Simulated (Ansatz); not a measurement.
The starting structures come from a database of crystals and need not be the phases stable at ambient conditions.

Tunnelling through a barrier is set by its complex band structure: the current falls as exp(−2κd) with the smallest κ.

Input:

```yaml
crystal:
  lattice:
    - [5.93687, 0.00000, 0.00000]
    - [0.00000, 10.14294, 0.00000]
    - [0.00000, 3.35410, 4.79068]
  atoms:
    - { symbol: Sr, position: [0.46125, 0.74943, 0.74140] }
    - { symbol: Sr, position: [0.53875, 0.25057, 0.25860] }
    - { symbol: Sr, position: [0.96125, 0.75057, 0.25860] }
    - { symbol: Sr, position: [0.03875, 0.24943, 0.74140] }
    - { symbol: Ca, position: [0.00000, 0.50000, 0.00000] }
    - { symbol: Ca, position: [0.50000, 0.00000, 0.00000] }
    - { symbol: Te, position: [0.00000, 0.00000, 0.50000] }
    - { symbol: Te, position: [0.50000, 0.50000, 0.50000] }
    - { symbol: O, position: [0.47347, 0.27228, 0.80811] }
    - { symbol: O, position: [0.52653, 0.72772, 0.19189] }
    - { symbol: O, position: [0.97347, 0.22772, 0.19189] }
    - { symbol: O, position: [0.02653, 0.77228, 0.80811] }
    - { symbol: O, position: [0.23324, 0.54652, 0.64049] }
    - { symbol: O, position: [0.76676, 0.45348, 0.35951] }
    - { symbol: O, position: [0.73324, 0.95348, 0.35951] }
    - { symbol: O, position: [0.26676, 0.04652, 0.64049] }
    - { symbol: O, position: [0.80846, 0.03916, 0.72771] }
    - { symbol: O, position: [0.19154, 0.96084, 0.27229] }
    - { symbol: O, position: [0.30846, 0.46084, 0.27229] }
    - { symbol: O, position: [0.69154, 0.53916, 0.72771] }
```

Space group of this cell: P2_1/c. The cell is taken as given; by r2SCAN its mean pressure is -4.5 GPa.

Transport runs along the normal of the first two printed cell vectors.

No gap correction and no spin-orbit coupling; mid-gap values are interpolated between computed energies.

### Question
Give the band gap and the smallest decay constant κ at mid-gap that r2SCAN (Ansatz, an electronic-structure program) yields.

### Answer
Gap 3.87 eV on a 6×4×6 mesh; κ = 0.365 1/Å, at the zone centre.
